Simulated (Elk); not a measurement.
Band structure of LiZn (Fd-3m, 4 atoms in the cell).

```
CELL_PARAMETERS angstrom
      0.00000     3.03182     3.03182
      3.03182     0.00000     3.03182
      3.03182     3.03182     0.00000
ATOMIC_POSITIONS crystal
  Li 0.25000 0.25000 0.25000
  Li 0.00000 0.00000 0.00000
  Zn 0.75000 0.75000 0.75000
  Zn 0.50000 0.50000 0.50000
```

Method: PBEsol, all-electron FP-LAPW, Elk's shipped species files, default APW+lo basis (Elk 10.2.4).

Settings: xctype = 22; stype = 0; swidth = 0.00183747 Ha; ngridk = 8 8 8; maxscl = 100.

The starting cell comes from a database of computed structures (which also holds hypothetical and non-ambient phases and stackings), without a prior relaxation at this level. Values depend on the basis (sphere radii, cutoffs, local orbitals), which need not be converged.

Levels in eV from the Fermi level, bands 18 to 25:
```json
[
 {"point": "Γ", "18": "-6.60", "19": "-6.60", "20": "3.64", "21": "3.64", "22": "3.64", "23": "3.74", "24": "3.74", "25": "3.74"},
 {"point": "X", "18": "-6.59", "19": "-4.09", "20": "-4.09", "21": "-0.97", "22": "-0.97", "23": "2.92", "24": "2.92", "25": "10.72"},
 {"point": "W", "18": "-6.54", "19": "-3.97", "20": "-3.97", "21": "-1.50", "22": "-1.50", "23": "5.07", "24": "5.07", "25": "6.73"},
 {"point": "K", "18": "-6.54", "19": "-4.44", "20": "-3.63", "21": "-1.88", "22": "-0.37", "23": "3.04", "24": "5.36", "25": "8.30"},
 {"point": "L", "18": "-6.62", "19": "-5.43", "20": "-3.77", "21": "1.91", "22": "1.91", "23": "3.22", "24": "3.22", "25": "3.90"},
 {"point": "U", "18": "-6.54", "19": "-4.44", "20": "-3.63", "21": "-1.88", "22": "-0.37", "23": "3.04", "24": "5.36", "25": "8.30"}
]
```

Bands cross the Fermi level along this path, so the cell is metallic at this level.
